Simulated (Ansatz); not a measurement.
Consider WSi2 (space group I4/mmm, No. 139; a = 3.211 Å, c = 7.805 Å; relaxed with 0.1 eV smearing). Axes: x, y, z lie along a, b, c of the conventional cell.

Method: r2SCAN (Ansatz, a first-principles code), scalar-relativistic without spin-orbit coupling.

Base values:

| Item | Value |
|---|---|
| Shortest interatomic distance | 2.578 Å |

Now apply this change: biaxial strain +0.53 %, plane normal [001], relaxed out of plane (Cartesian); in-plane vectors clamped, the third vector and the atoms free.

Task: What does the calculation give for the energy relative to the base, in-plane stress and shortest interatomic distance after the change?

Result: The energy grows by 1.2 meV/atom; the mean in-plane stress (compression positive) is -2.8 GPa; the shortest interatomic distance falls by 0.0066 Å to 2.572 Å.

Stability against distortions was not tested. All final runs are without spin polarisation.
